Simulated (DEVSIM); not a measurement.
Device: abrupt Si p-n junction, at 300 K.

```tsv
layer (left to right)	material	thickness (μm)	Nd (cm⁻³)	Na (cm⁻³)	τn (s)	τp (s)
1	Si	14.0	-	1.3e17	1.1e-6	1.1e-6
2	Si	5.40	2e18	-	1.1e-6	1.1e-6
```

Left contact: ohmic. Right contact: ohmic. Voltage is applied to the left contact. Recombination: SRH at mid-gap, radiative. Mobility is μmin + (μ − μmin)/(1 + (N/Nref)^α).

The device is made up for the run: typed textbook-type constants, with dimensions and the other settings drawn at random. Values at 300 K.

| parameter | Si |
|---|---|
| gap (eV) | 1.124 |
| affinity (eV) | 4.05 |
| permittivity | 11.7 |
| Nc (cm⁻³) | 2.86e19 |
| Nv (cm⁻³) | 3.1e19 |
| μn (cm²/Vs) | 1417 |
| μp (cm²/Vs) | 470 |
| μn,min | 52 |
| μp,min | 45 |
| Nref,n | 9.7e16 |
| Nref,p | 2.2e17 |
| αn | 0.68 |
| αp | 0.72 |
| B (cm³/s) | 4.7e-15 |

Model (solved in DEVSIM): 1D drift-diffusion, Boltzmann statistics, complete ionisation; no tunnelling, impact ionisation, image-force lowering or self-heating.

Q: Tabulate band edges, carrier densities and field at zero bias.

A: Energies count from the Fermi level of the right contact; mesh points crowd at the junctions.

| x (μm) | Ec (eV) | Ev (eV) | n (cm⁻³) | p (cm⁻³) | field (V/cm) |
|---|---|---|---|---|---|
| 0.000 | 0.982 | -0.142 | 890 | 1.3e17 | ≈ 0 |
| 0.03486 | 0.982 | -0.142 | 890 | 1.3e17 | ≈ 0 |
| 0.1262 | 0.982 | -0.142 | 890 | 1.3e17 | ≈ 0 |
| 0.3436 | 0.982 | -0.142 | 890 | 1.3e17 | ≈ 0 |
| 1.222 | 0.982 | -0.142 | 890 | 1.3e17 | ≈ 0 |
| 3.025 | 0.982 | -0.142 | 890 | 1.3e17 | ≈ 0 |
| 7.549 | 0.982 | -0.142 | 890 | 1.3e17 | ≈ 0 |
| 12.03 | 0.982 | -0.142 | 890 | 1.3e17 | ≈ 0 |
| 13.24 | 0.982 | -0.142 | 890 | 1.3e17 | ≈ 0 |
| 13.71 | 0.982 | -0.142 | 890 | 1.3e17 | ≈ 0 |
| 13.89 | 0.979 | -0.145 | 1000 | 1.1e17 | -3500 |
| 13.99 | 0.382 | -0.742 | 1.1e13 | 1.1e7 | -150000 |
| 14.01 | 0.070 | -1.054 | 1.9e18 | < 1e2 | -3800 |
| 14.07 | 0.069 | -1.055 | 2.0e18 | < 1e2 | ≈ 0 |
| 14.29 | 0.069 | -1.055 | 2.0e18 | < 1e2 | ≈ 0 |
| 14.73 | 0.069 | -1.055 | 2.0e18 | < 1e2 | ≈ 0 |
| 15.81 | 0.069 | -1.055 | 2.0e18 | < 1e2 | ≈ 0 |
| 17.81 | 0.069 | -1.055 | 2.0e18 | < 1e2 | ≈ 0 |
| 18.95 | 0.069 | -1.055 | 2.0e18 | < 1e2 | ≈ 0 |
| 19.23 | 0.069 | -1.055 | 2.0e18 | < 1e2 | ≈ 0 |
| 19.34 | 0.069 | -1.055 | 2.0e18 | < 1e2 | ≈ 0 |
| 19.40 | 0.069 | -1.055 | 2.0e18 | < 1e2 | ≈ 0 |
